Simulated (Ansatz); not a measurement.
Input and output of a relaxation of the atoms for AlV2C (P3m1, 8 atoms in the cell) (Ansatz, a quantum-chemistry and plane-wave program).

Method of the run: LDA (PW92), default PAW files made with PBE (plane waves; Ansatz).

The change in words: one atom moved by 0.15 angstrom; relax: default → atoms; relax.f_tol: default → 0.02 eV/Å. Reference geometry:
```xyz
8
Lattice="2.8789 0.0000 0.0000 -1.4395 2.4932 0.0000 0.0000 0.0000 13.0655" Properties=species:S:1:pos:R:3 pbc="T T T"
Al     0.0000     1.6622     3.2664
Al     1.4395     0.8311     9.7991
V      0.0000     1.6622     7.6614
V      1.4395     0.8311     5.4042
V      1.4395     0.8311     1.1286
V      0.0000     1.6622    11.9369
C      0.0000     0.0000     0.0000
C      0.0000     0.0000     6.5328
```

Reference input (self-consistent single point, DFT, LDA (PW92), plane waves, default PAW files made with PBE): basis.ecutwfc = 420 eV; kpoints.mp_grid.grid = 13 13 3; hamiltonian.xc = lda; hamiltonian.pseudopotentials = {kind: paw} (the program's default PAW files); scf.occupations.method = gaussian; scf.occupations.width = 0.1 eV. This run's input differs from it in these lines:

```diff
@@ -7,3 +7,3 @@
   atoms:
-    - { symbol: Al, position: [0.333333, 0.666667, 0.250000] }
+    - { symbol: Al, position: [0.333333, 0.666667, 0.261481] }
     - { symbol: Al, position: [0.666667, 0.333333, 0.750000] }
@@ -24,2 +24,4 @@
   occupations: { method: gaussian, width: 0.1 }
+relax:
+  f_tol: 0.02
 output:
```

The program printed (abridged):

```
   [... SCF lines of the steps left out ...]
relax step   1: F+E_penalty+E_count = -12958.02158168 eV  Δ(F+E_penalty+E_count) = +0.000e0 eV  max|allowed force component| = 1.443e0 eV/Å  Δτ_max = 0.0000 Å  (6 SCF iters, dr2 threshold 1.00e-5 eV, accepted)
relax step   2: F+E_penalty+E_count = -12958.14276890 eV  Δ(F+E_penalty+E_count) = -1.212e-1 eV  max|allowed force component| = 4.378e-1 eV/Å  Δτ_max = 0.1412 Å  (7 SCF iters, dr2 threshold 1.00e-4 eV, accepted)
relax step   3: F+E_penalty+E_count = -12958.15792477 eV  Δ(F+E_penalty+E_count) = -1.516e-2 eV  max|allowed force component| = 7.353e-3 eV/Å  Δτ_max = 0.0406 Å  (6 SCF iters, dr2 threshold 1.20e-5 eV, accepted)
relax step   4: F+E_penalty+E_count = -12958.15793017 eV  Δ(F+E_penalty+E_count) = -5.401e-6 eV  max|allowed force component| = 5.668e-3 eV/Å  Δτ_max = 0.0000 Å  (6 SCF iters, accepted)
the relaxation is at rest under the 6 symmetry operations that the run kept from its start: a minimum is not shown …
Free energy (F): -12958.157930 eV
Internal energy: -12958.125682 eV  (E = F + TS)
E sigma→0 (E₀):  -12958.141806 eV
Entropy (-TS):   -0.032248 eV (-4.031 meV/atom)
Fermi energy:    13.777227 eV
--- Forces (eV/Å), atoms counted from 1 ---
  atom   1  Al     0.00000000     0.00000000     0.00062611
  atom   2  Al    -0.00000000    -0.00000000    -0.00007852
  atom   3  V      0.00000000     0.00000000     0.00566559
  atom   4  V     -0.00000000    -0.00000000     0.00346149
  atom   5  V     -0.00000000    -0.00000000    -0.00137802
   [... lines left out ...]
    - { symbol: V, position: [0.6666666666666666, 0.3333333333333333, 0.08585371958568097] }
    - { symbol: V, position: [0.3333333333333333, 0.6666666666666665, 0.9171289106909924] }
    - { symbol: C, position: [2.907215623695979e-26, -2.5109073766705593e-19, 0.0014950224247885795] }
    - { symbol: C, position: [2.698706351788613e-26, -2.3308216041199704e-19, 0.5013877973352252] }
```

The run converged.  The full log also holds: “iter 4 did not close the SCF: its close was put off for the readings that it lacked (scf_convergence_deferred on its scf_iter line)”. The full log also holds: “iter 5 did not close the SCF: its close was put off for the readings that it lacked (scf_convergence_deferred on its scf_iter line)”.

Summary of the result:
```
Property                                                 Result
-----------------------------------------------  --------------
Free energy E − TS (on the zero of these files)  -12958.1579 eV
Fermi level (on the code's own zero)                   13.78 eV
Pressure                                              -4.96 GPa
Largest force (vector length)                        0.006 eV/Å
Relaxation steps                                              4
```

The starting cell comes from a database of computed structures (which also holds hypothetical and non-ambient phases and stackings), without a prior relaxation at this level. Its lattice was rescaled by up to half a per cent. For this run, on top of that: one atom moved by 0.15 angstrom. Spin polarisation is off. The relaxation keeps the symmetry of its start, so its end need not be a minimum. Ansatz's pressure includes its estimate of the finite-basis (Pulay) stress.

Cost on one core of a shared machine: roughly 50 s.

Keys are those of Ansatz 0.2.
